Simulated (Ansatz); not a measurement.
# Hypothetical anti-CdI2 type Li2O, pressure series

Consider Li2O in the anti-CdI2 type structure (space group P-3m1, No. 164; a = 3.0701 Å, c = 3.8537 Å; a hypothetical phase, not in the database extracts checked; layered, stacked along the Cartesian z axis).

Cell and atoms are relaxed at each pressure.

The values are results of Ansatz (a first-principles code) r2SCAN+rVV10, no spin-orbit coupling, not measurements.

Notes on the quantities. enthalpy: H = E + PV relative to the base's energy.

```json
[
 {"case": "base", "c/a ratio": "1.255", "enthalpy": "–", "shortest interatomic distance": "1.896 Å", "density": "1.58 g/cm³"},
 {"case": "pressure 3 GPa", "c/a ratio": "1.135", "enthalpy": "+0.18 eV/atom", "shortest interatomic distance": "1.878 Å", "density": "1.81 g/cm³"},
 {"case": "pressure 7 GPa", "c/a ratio": "1.073", "enthalpy": "+0.40 eV/atom", "shortest interatomic distance": "1.860 Å", "density": "1.99 g/cm³"},
 {"case": "pressure 15 GPa", "c/a ratio": "1.013", "enthalpy": "+0.79 eV/atom", "shortest interatomic distance": "1.831 Å", "density": "2.23 g/cm³"},
 {"case": "pressure 30 GPa", "c/a ratio": "0.964", "enthalpy": "+1.43 eV/atom", "shortest interatomic distance": "1.793 Å", "density": "2.56 g/cm³"},
 {"case": "pressure 50 GPa", "c/a ratio": "0.933", "enthalpy": "+2.19 eV/atom", "shortest interatomic distance": "1.758 Å", "density": "2.88 g/cm³"},
 {"case": "pressure 75 GPa", "c/a ratio": "0.913", "enthalpy": "+3.04 eV/atom", "shortest interatomic distance": "1.726 Å", "density": "3.21 g/cm³"},
 {"case": "pressure 100 GPa", "c/a ratio": "0.902", "enthalpy": "+3.81 eV/atom", "shortest interatomic distance": "1.701 Å", "density": "3.47 g/cm³"}
]
```

From pressure 15 GPa on, the axis ratios lie over 15 % from the base's, so the cell there is far from its starting form. Load acts through the strain it causes; cell and atoms are relaxed under it. No phonon test of stability was made. Competing high-pressure phases were not computed.
